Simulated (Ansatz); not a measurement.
The parent structure is Mo2C (space group Pbcn, No. 60; a = 4.705 Å, b = 6.010 Å, c = 5.176 Å).

Method: PBEsol (Ansatz, a quantum-chemistry and plane-wave program, PAW, without spin-orbit coupling).

For the base:

The density comes out as 9.25 g/cm³. The shortest interatomic distance comes out as 2.084 Å.

It is then changed as follows: a hydrostatic pressure of 5 GPa.

Task: What happens to the density and shortest interatomic distance?

Result: The density grows by 0.143 g/cm³, from 9.25 g/cm³ to 9.40 g/cm³; the shortest interatomic distance drops by 0.009 Å to 2.075 Å.

Load acts through the strain it causes; cell and atoms are relaxed under it. No phonon test of stability was made. No other phases were tried under pressure. The final runs are not spin-polarised.
